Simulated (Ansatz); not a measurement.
Base system: BePd in the CsCl type structure (space group Pm-3m, No. 221; a = 2.798 Å; relaxed with 0.1 eV smearing). Axes: x, y, z lie along the cube axes.

Computed with PBEsol, PAW, 420 eV (Ansatz, a first-principles code; no spin-orbit coupling).

Strains are applied to the cell and any free atomic positions relax; under biaxial strain the out-of-plane vector relaxes too; under stress the whole cell relaxes.

One change was made to it. Results:

The shortest interatomic distance increases by 0.0023 Å to 2.426 Å; the energy grows by 0.7 meV/atom.

**Question.** What was done to the base?
(A) biaxial strain −0.72 %, plane normal [111], relaxed out of plane
(B) uniaxial strain ε_yy = +1.95 %
(C) biaxial strain −4.22 %, plane normal [111], relaxed out of plane
(D) uniaxial stress, 1 GPa tension along x

**Answer.** D, uniaxial stress, 1 GPa tension along x. For comparison, the shortest interatomic distance in the other runs: uniaxial strain ε_yy = +1.95 % gives 2.439 Å; biaxial strain −4.22 %, plane normal [111], relaxed out of plane gives 2.346 Å; biaxial strain −0.72 %, plane normal [111], relaxed out of plane gives 2.410 Å.

Stability under load was not tested beyond the relaxation. The final runs are not spin-polarised.
